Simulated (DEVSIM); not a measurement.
System: abrupt GaSb n-p junction, at 300 K.

```
layer (left to right)  material  thickness (μm)  Nd (cm⁻³)  Na (cm⁻³)   τn (s)   τp (s)
---------------------  --------  --------------  ---------  ---------  -------  -------
1                          GaSb            11.0     5.8e15          -  8.6e-10  8.6e-10
2                          GaSb            1.80          -     1.3e15  8.6e-10  8.6e-10
```

Left contact: ohmic. Right contact: ohmic. Voltage is applied to the left contact. Recombination: SRH at mid-gap. Mobility is μmin + (μ − μmin)/(1 + (N/Nref)^α).

Constants are typed, rounded textbook-type inputs, not results; the design itself was drawn at random and stands for no fabricated device. Values at 300 K.

| parameter | GaSb |
|---|---|
| gap (eV) | 0.726 |
| affinity (eV) | 4.06 |
| permittivity | 15.7 |
| Nc (cm⁻³) | 2.1e17 |
| Nv (cm⁻³) | 1.8e19 |
| μn (cm²/Vs) | 5000 |
| μp (cm²/Vs) | 850 |
| μn,min | 1000 |
| μp,min | 190 |
| Nref,n | 2.8e17 |
| Nref,p | 9e17 |
| αn | 1.05 |
| αp | 0.65 |

Model (solved in DEVSIM): 1D drift-diffusion, Boltzmann statistics, complete ionisation; no tunnelling, impact ionisation, image-force lowering or self-heating.

The doping Na of layer 2 was swept, all else fixed.

```csv
doping Na of layer 2 (cm^-3),dark forward voltage at 1 A/cm² (V),largest field in the device at zero bias (V/cm),potential step across the device at zero bias (V),dark forward voltage at 100 A/cm² (V)
3.9e13,0.093,3800,0.296,0.330
1.3e14,0.132,4300,0.327,0.337
3.9e14,0.170,5600,0.356,0.349
1.3e15,0.206,9100,0.387,0.370
3.9e15,0.235,14000,0.415,0.391
1.3e16,0.260,19000,0.446,0.413
3.9e16,0.274,22000,0.475,0.431
```

From the first row to the last the dark forward voltage at 1 A/cm² goes from 0.093 to 0.274. From the first row to the last the largest field in the device at zero bias goes from 3800 to 22000.
